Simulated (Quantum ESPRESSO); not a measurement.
# Cost against accuracy: ecutwfc for BaPbO₃ (C2/m, 10 atoms in the cell)

Cell: a = 6.0151 Å, b = 6.0151 Å, c = 5.9962 Å, α = 119.77°, β = 119.77°, γ = 89.75°.

Method of the run: PBEsol, GBRV 1.5 ultrasoft (PBESOL) pseudopotentials (plane waves; Quantum ESPRESSO).

Base settings: ecutwfc = 40 Ry; ecutrho = 200 Ry; occupations = smearing; smearing = gauss; degauss = 0.0073499 Ry; potentials = {Ba: ba_pbesol_v1.uspp.F.UPF, Pb: pb_pbesol_v1.uspp.F.UPF, O: o_pbesol_v1.2.uspp.F.UPF}; K_POINTS = automatic 3 3 4 0 0 0; conv_thr = 1e-10 Ry; mixing_beta = 0.5.

Misses are taken against the tightest run, 60 Ry (ecutrho: 200 Ry → 300 Ry), which need not be fully converged itself. The energy is the free energy per atom.

The count of work is k-points × plane waves × bands × iterations; it is no time, and leaves out set-up, grids and terms that scale otherwise. Core times come from one kind of shared machine and are given to one figure; runs under 30 s give none.

The starting cell comes from a database of computed structures (which also holds hypothetical and non-ambient phases and stackings), without a prior relaxation at this level. Its lattice was rescaled by a random factor within 2.5 % of one.

The runs (ecutwfc): 16 Ry (ecutrho: 200 Ry → 80 Ry) | 20 Ry (ecutrho: 200 Ry → 100 Ry) | 24 Ry (ecutrho: 200 Ry → 120 Ry) | 28 Ry (ecutrho: 200 Ry → 140 Ry) | 32 Ry (ecutrho: 200 Ry → 160 Ry) | 36 Ry (ecutrho: 200 Ry → 180 Ry) | 40 Ry | 46 Ry (ecutrho: 200 Ry → 230 Ry) | 52 Ry (ecutrho: 200 Ry → 260 Ry) | 60 Ry (ecutrho: 200 Ry → 300 Ry).

Task: Which is the coarsest setting among those run that, with all tighter ones, holds the energy within 20 meV/atom of the reference, and what does it save?

Result: 36 Ry (ecutrho: 200 Ry → 180 Ry), off by 12 meV/atom; its saving against the reference is no more than about a factor of 2 in the count of work.

Task: Which is the coarsest setting among those run that, with all tighter ones, holds the energy within 10 meV/atom of the reference, and what does it save?

Result: 40 Ry, off by 7.5 meV/atom; its saving against the reference is no more than about a factor of 2 in the count of work.

Task: For at most 0.2 times the reference's count of work, which run misses the energy least?

Result: 20 Ry (ecutrho: 200 Ry → 100 Ry), with a miss of 1900 meV/atom at a count of 0.18.

Task: What does the step from 28 Ry (ecutrho: 200 Ry → 140 Ry) to 52 Ry (ecutrho: 200 Ry → 260 Ry) buy?

Result: It takes the miss in the energy from 160 to 2.5 meV/atom, for 2.5 times the count of work and roughly 3 times the time.

| ecutwfc | energy less reference (meV/atom) | pressure less reference (GPa) | largest difference in the force on any atom (eV/Å) | count of work / reference | core time / reference (rough) |
|---|---|---|---|---|---|
| 16 Ry (ecutrho: 200 Ry → 80 Ry) | 5915.90 | -183.43 | 0.228 | 0.12 | 0.09 |
| 20 Ry (ecutrho: 200 Ry → 100 Ry) | 1926.95 | -76.15 | 0.105 | 0.18 | 0.1 |
| 24 Ry (ecutrho: 200 Ry → 120 Ry) | 574.12 | -28.87 | 0.043 | 0.24 | 0.2 |
| 28 Ry (ecutrho: 200 Ry → 140 Ry) | 163.97 | -10.39 | 0.009 | 0.32 | 0.2 |
| 32 Ry (ecutrho: 200 Ry → 160 Ry) | 41.13 | -3.09 | 0.007 | 0.39 | 0.4 |
| 36 Ry (ecutrho: 200 Ry → 180 Ry) | 11.88 | -0.56 | 0.002 | 0.47 | 0.4 |
| 40 Ry | 7.48 | 0.02 | 0.001 | 0.55 | 0.5 |
| 46 Ry (ecutrho: 200 Ry → 230 Ry) | 5.60 | -0.06 | 0.001 | 0.68 | 0.6 |
| 52 Ry (ecutrho: 200 Ry → 260 Ry) | 2.46 | -0.09 | 0.001 | 0.81 | 0.7 |
| 60 Ry (ecutrho: 200 Ry → 300 Ry) | 0.00 | 0.00 | 0.000 | 1.0 | 1 |
